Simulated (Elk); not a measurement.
A self-consistent single point of Ca₂In₃Cu (Cm, 6 atoms in the cell) with Elk

Computed with LDA (PW92), all-electron FP-LAPW, Elk's shipped species files, default APW+lo basis in Elk.

Input:

```
tasks
  0

xctype
  3

rgkmax
  7.0

rmtscf
  0.96

stype
  3

swidth
  0.00183747

avec
   10.6452052052   -4.5079794648    0.0000000000
   10.6452052052    4.5079794648    0.0000000000
   -9.5134406703    0.0000000000   10.7072260167

atoms
  3   : nspecies
  'Ca.in'   : spfname
  2   : natoms; atposl, bfcmt below
  0.5410000000  0.5410000000  0.2909700000    0.0 0.0 0.0
  0.4552600000  0.4552600000  0.7049300000    0.0 0.0 0.0
  'In.in'   : spfname
  3   : natoms; atposl, bfcmt below
  0.8576500000  0.8576500000  0.3186500000    0.0 0.0 0.0
  0.8175200000  0.8175200000  0.8692200000    0.0 0.0 0.0
  0.1591000000  0.1591000000  0.0963700000    0.0 0.0 0.0
  'Cu.in'   : spfname
  1   : natoms; atposl, bfcmt below
  0.1694700000  0.1694700000  0.7198600000    0.0 0.0 0.0

ngridk
  4 4 3
```

The program printed (abridged):

```
│ Elk code version 10.2.4 │

All units are atomic (Hartree, Bohr, etc.)

│ Ground-state run starting from atomic densities │

Lattice vectors :
   10.64520521      -4.507979465       0.000000000
   10.64520521       4.507979465       0.000000000
  -9.513440670       0.000000000       10.70722602

Unit cell volume      :    1027.644572
Brillouin zone volume :   0.2413774375

Muffin-tin inner radius fraction :   0.1000000000E-01

Nuclei treated as point charges

Species :    1 (Ca)
 parameters loaded from : Ca.in
 name : calcium
 nuclear charge    :   -20.00000000
 electronic charge :    20.00000000
 atomic mass :    73057.72469
 muffin-tin radius :    2.304000000
 number of radial points in muffin-tin :    497
 atomic positions (lattice), magnetic fields (Cartesian) :
   1 :   0.37153000  0.37153000  0.57111000    0.00000000  0.00000000  0.00000000
   2 :   0.28579000  0.28579000  0.98507000    0.00000000  0.00000000  0.00000000

Species :    2 (In)
 parameters loaded from : In.in
 name : indium
 nuclear charge    :   -49.00000000
 electronic charge :    49.00000000
 atomic mass :    209300.4100
 muffin-tin radius :    2.496000000
 number of radial points in muffin-tin :    597
 atomic positions (lattice), magnetic fields (Cartesian) :
   1 :   0.68818000  0.68818000  0.59879000    0.00000000  0.00000000  0.00000000
   2 :   0.64805000  0.64805000  0.14936000    0.00000000  0.00000000  0.00000000
   3 :   0.98963000  0.98963000  0.37651000    0.00000000  0.00000000  0.00000000

Species :    3 (Cu)
 parameters loaded from : Cu.in
 name : copper
 nuclear charge    :   -29.00000000
 electronic charge :    29.00000000
 atomic mass :    115837.2717
 muffin-tin radius :    2.304000000
 number of radial points in muffin-tin :    497
 atomic positions (lattice), magnetic fields (Cartesian) :
   1 :   0.00000000  0.00000000  0.00000000    0.00000000  0.00000000  0.00000000

Total number of atoms per unit cell :    6

   [... lines left out ...]
Maximum |G| for potential and density :    12.00000000
 potential will be trimmed for |G| > 2 gkmax
Constant for pseudocharge density :    7
Radial integration step length :    4

G-vector grid sizes :     45    45    56
Number of G-vectors :    29963

Maximum angular momentum used for
 APW functions                      :    8
 outer part of muffin-tin           :    6
 inner part of muffin-tin           :    1

Total nuclear charge    :   -216.0000000
Total core charge       :    122.0000000
Total valence charge    :    94.00000000
Total excess charge     :    0.000000000
Total electronic charge :    216.0000000

Effective Wigner radius, rₛ :    1.043358417

Number of empty states         :   24
Total number of valence states :   71
Total number of core states    :  122

Total number of local-orbitals :   84

Exchange-correlation functional :      3     0     0
 Perdew-Wang/Ceperley-Alder, Phys. Rev. B 45, 13244 (1992)
 gradient requirement :    0
 local density approximation (LDA)

Smearing type :    3
 Fermi-Dirac
Smearing width :   0.1837470000E-02
Effective electronic temperature (K) :    580.2271348

Mixing type :    3
 Broyden mixing, J. Phys. A: Math. Gen. 17, L317 (1984)

Kohn-Sham potential initialised from atomic data
│ Self-consistent loop started │
│ Loop number : 1 │
 total energy                :     -20618.5366926
│ Loop number : 2 │
 total energy                :     -20622.6465939
RMS change in Kohn-Sham potential (target) :   0.3714695713     (  0.1000000000E-05)
Absolute change in total energy (target)   :    4.109901255     (  0.1000000000E-03)
│ Loop number : 3 │
 total energy                :     -20633.9996501
RMS change in Kohn-Sham potential (target) :   0.2373552281     (  0.1000000000E-05)
Absolute change in total energy (target)   :    12.38053154     (  0.1000000000E-03)
│ Loop number : 4 │
 total energy                :     -20643.1444968
RMS change in Kohn-Sham potential (target) :   0.9123330561E-01 (  0.1000000000E-05)
Absolute change in total energy (target)   :    12.23997956     (  0.1000000000E-03)
│ Loop number : 5 │
 total energy                :     -20646.1526449
RMS change in Kohn-Sham potential (target) :   0.2740002963E-01 (  0.1000000000E-05)
Absolute change in total energy (target)   :    6.068142975     (  0.1000000000E-03)
   [... lines left out ...]
Absolute change in total energy (target)   :   0.1361397821E-01 (  0.1000000000E-03)
│ Loop number : 14 │
 total energy                :     -20644.3555350
RMS change in Kohn-Sham potential (target) :   0.7428101752E-05 (  0.1000000000E-05)
Absolute change in total energy (target)   :   0.6115559594E-02 (  0.1000000000E-03)
│ Loop number : 15 │
 total energy                :     -20644.3555406
RMS change in Kohn-Sham potential (target) :   0.1504489096E-05 (  0.1000000000E-05)
Absolute change in total energy (target)   :   0.1534518982E-02 (  0.1000000000E-03)
│ Loop number : 16 │
 total energy                :     -20644.3554673
RMS change in Kohn-Sham potential (target) :   0.7463484344E-06 (  0.1000000000E-05)
Absolute change in total energy (target)   :   0.3102953779E-03 (  0.1000000000E-03)
│ Loop number : 17 │
 total energy                :     -20644.3553804
RMS change in Kohn-Sham potential (target) :   0.3202751032E-06 (  0.1000000000E-05)
Absolute change in total energy (target)   :   0.9340492397E-05 (  0.1000000000E-03)
Convergence targets achieved

│ Loop number : 18 │

Energies :
 Fermi                       :     0.189348071911
 sum of eigenvalues          :     -12358.9599586
 electron kinetic            :      21567.8631670
 core electron kinetic       :      20657.4376087
 Coulomb                     :     -41613.7836909
 Coulomb potential           :     -33133.6204954
 nuclear-nuclear             :     -1786.47151784
 electron-nuclear            :     -46521.0038507
 Hartree                     :      6693.69167769
 Madelung                    :     -25046.9734432
 xc potential                :     -793.202630275
 exchange                    :     -578.616058762
 correlation                 :     -19.8178791311
 electron entropic           :    -0.909765774481E-03
 total energy                :     -20644.3553715

Density of states at Fermi energy :    82.66228645
 (states/Hartree/unit cell)

Estimated indirect band gap :   0.2010338197E-02
 from k-point      8 to k-point     20
Estimated direct band gap   :   0.1841631049E-01
 at k-point      3

Charges :
 core                        :    122.0000000
 valence                     :    94.00000000
 interstitial                :    10.39601874
 muffin-tins (core leakage)
  species :    1 (Ca)
   atom    1                 :    18.03569209     (  0.5064742759E-07)
   atom    2                 :    18.03486532     (  0.5065043673E-07)
  species :    2 (In)
   atom    1                 :    47.22256115     (  0.2377626242E-03)
   atom    2                 :    47.19641384     (  0.2373330180E-03)
   atom    3                 :    47.19966099     (  0.2374068607E-03)
  species :    3 (Cu)
   atom    1                 :    27.91478786     (  0.2802646367E-03)
 total in muffin-tins        :    205.6039813
 total calculated charge     :    216.0034203
 total charge                :    216.0000000
 error                       :   0.3420269492E-02

│ Self-consistent loop stopped │
```

The run converged in 18 iterations. The count includes the last loop, which Elk runs after its targets are met.

The starting cell comes from a database of computed structures (which also holds hypothetical and non-ambient phases and stackings), without a prior relaxation at this level. Spin polarisation is off. Values depend on the basis (sphere radii, cutoffs, local orbitals), which need not be converged. The log's line on a gap gives a spacing of levels on this mesh, which the program prints for metals too.

Cost on one core of a shared machine: roughly 3 min.
